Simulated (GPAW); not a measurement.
Band structure of KAuF3 (Pm-3m, 5 atoms in the cell).

```xyz
5
Lattice="4.4844 0.0000 0.0000 0.0000 4.4844 0.0000 0.0000 0.0000 4.4844" Properties=species:S:1:pos:R:3 pbc="T T T"
K      2.2422     2.2422     2.2422
Au     0.0000     0.0000     0.0000
F      2.2422     0.0000     0.0000
F      0.0000     2.2422     0.0000
F      0.0000     0.0000     2.2422
```

Method: LDA (Perdew-Wang 92), GPAW PAW datasets LDA (gpaw-data 1.0.1) (plane waves; GPAW).

Settings: mode = pw; ecut = 950 eV; xc = LDA; kpts = 5 5 5; mesh shift (steps) = 0 0 0; occupations.name = fermi-dirac; occupations.width = 0.1 eV; nbands = -11; convergence.forces = 0.001 eV/Å; symmetry.symmorphic = false; symmetry.tolerance = 0.0005; maxiter = 100; bandpath_npoints = 40.

The starting cell comes from a database of computed structures (which also holds hypothetical and non-ambient phases and stackings), without a prior relaxation at this level. Spin-orbit coupling is off.

Levels in eV from the Fermi level, bands 17 to 24:
```tsv
point	17	18	19	20	21	22	23	24
Γ	-2.69	-2.69	-2.69	-2.13	-2.13	0.74	6.35	6.69
X	-2.68	-2.12	-1.67	-1.67	-0.89	3.47	5.08	7.32
M	-1.67	-1.67	-1.61	-1.32	0.96	4.67	6.83	6.83
R	-1.30	-1.30	-1.30	0.96	0.96	6.06	6.17	6.17
```

Bands cross the Fermi level along this path, so the cell is metallic at this level.
